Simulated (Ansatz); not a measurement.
Given:

End structure of the (10-10) surface of beta Ge3N4 in its 1x1 cell (cut with top plane Ge, bottom plane Ge), outermost plane spacing 0.51 Å in the ideal cut (one of several cuts of this face) (in the relaxation 2 Ge–N bonds formed; N ended outermost):

```
CELL_PARAMETERS angstrom
      3.11413     0.00000     0.00000
      0.00000     8.12946     0.00000
      0.00000     0.00000    29.00000
ATOMIC_POSITIONS crystal
  Ge 0.25000 0.39953 0.31320
  N  0.75000 0.93409 0.29335
  N  0.75000 0.30651 0.29279
  N  0.25000 0.61909 0.32007
  Ge 0.75000 0.74999 0.32655
  Ge 0.75000 0.10712 0.32966
  N  0.25000 0.19170 0.36462
  N  0.75000 0.81239 0.38963
  Ge 0.25000 0.81518 0.42373
  Ge 0.25000 0.21096 0.43050
  N  0.75000 0.32284 0.44684
  N  0.25000 0.63325 0.46244
  N  0.25000 0.00673 0.45852
  Ge 0.75000 0.52323 0.47810
  Ge 0.25000 0.97677 0.52190
  N  0.75000 0.49327 0.54148
  N  0.75000 0.86675 0.53756
  N  0.25000 0.17716 0.55316
  Ge 0.75000 0.28904 0.56950
  Ge 0.75000 0.68482 0.57627
  N  0.25000 0.68761 0.61037
  N  0.75000 0.30830 0.63538
  Ge 0.25000 0.39288 0.67034
  Ge 0.25000 0.75001 0.67345
  N  0.75000 0.88091 0.67993
  N  0.25000 0.19349 0.70721
  N  0.25000 0.56591 0.70665
  Ge 0.75000 0.10047 0.68680
```

Model: 28-atom slab, Ge12N16, 12.8 Å thick at the start, 5x2x1 mesh, Fermi-Dirac 0.025 eV, dipole correction, single point; on the structure that PBE left under its start's symmetry; no spin, no spin-orbit, no U.

Q: Predict the surface energy (mean of both faces) from HSE06, at the PBE geometry (Ansatz, a quantum-chemistry and plane-wave program).

A: 1.91 J/m^2
